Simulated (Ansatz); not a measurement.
Start from Zr in the hcp (Mg type) structure (space group P6_3/mmc, No. 194; a = 3.246 Å, c = 5.151 Å).

Structures relaxed with Ansatz (a quantum-chemistry and plane-wave program) r2SCAN, no spin-orbit coupling.

Base:

Simulated powder pattern, Cu Kα1, λ = 1.54056 Å (kinematic, ideal powder, no thermal factors, no anomalous dispersion; the 14 strongest lines at most, above 2 %, up to 2θ = 90°):

```
2θ (°)  I/Imax (%)    hkl
------  ----------  -----
31.81           24  (100)
34.81           25  (002)
36.38          100  (101)
47.86           15  (102)
56.67           18  (110)
63.43           19  (103)
66.46          2.8  (200)
68.25           21  (112)
69.23           15  (201)
73.48          2.8  (004)
77.27          3.6  (202)
82.29          3.1  (104)
```

Now apply this change: a hydrostatic pressure of 2.1 GPa.

Problem. Predict the new powder pattern.

Solution. 
Simulated powder pattern, Cu Kα1, λ = 1.54056 Å (kinematic, ideal powder, no thermal factors, no anomalous dispersion; the 14 strongest lines at most, above 2 %, up to 2θ = 90°):

```
2θ (°)  I/Imax (%)    hkl
------  ----------  -----
32.05           24  (100)
35.04           25  (002)
36.65          100  (101)
48.21           15  (102)
57.13           18  (110)
63.91           19  (103)
67.02          2.8  (200)
68.80           20  (112)
69.81           15  (201)
74.03          2.8  (004)
77.93          3.6  (202)
82.95          3.1  (104)
```

The indices refer to the base's conventional cell; one index is shown for lines that coincide.

Load acts through the strain it causes; cell and atoms are relaxed under it. Stability against distortions was not tested. All final runs are without spin polarisation.
